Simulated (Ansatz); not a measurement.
The parent structure is BP in the zinc blende structure (space group F-43m, No. 216; a = 4.548 Å). Axes: x, y, z lie along the cube axes.

The values are results of PBE (Ansatz, a program for electronic structure, PAW, without spin-orbit coupling), earlier PAW set, not measurements.

Perturbation: the cell is scaled by 1.0054 in all directions, atoms relaxed at fixed cell.

### Question
Predict the stress tensor and what it implies for the stiffness.

### Answer
Stress of the strained cell less that of the base (GPa, compression positive):
```
  -2.54    0.00    0.00
   0.00   -2.54    0.00
   0.00    0.00   -2.54
```

Then B = −ΔP/(ΔV/V₀) with ΔV/V₀ = 0.0163 gives secant stiffness values (nonlinear terms included at this strain): B ≈ 156 GPa.

No phonon test of stability was made.
